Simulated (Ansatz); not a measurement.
Effect of isotropic strain −3.00 % on Mo

Start from Mo in the bcc (W type) structure (space group Im-3m, No. 229; a = 3.1510 Å; relaxed with 0.1 eV smearing).

The change: every lattice vector is shortened by 3.00 %, atoms relaxed at fixed cell.

Method: DFT with r2SCAN, PAW potentials and a 500 eV plane-wave cutoff in Ansatz (a program for electronic structure), spin-orbit coupling left out. k-mesh 29×29×29 (Γ-centred); smearing 0.1 eV (Fermi–Dirac).

```tsv
quantity	base	changed	shift
space group	Im-3m (No. 229)	Im-3m (No. 229)	–
shortest interatomic distance	2.729 Å	2.647 Å	-0.082 Å
energy relative to the base (free energy F)	0 meV/atom	+118 meV/atom	+118 meV/atom
band gap	zero	zero	–
```

No phonon test of stability was made. All final runs are without spin polarisation.
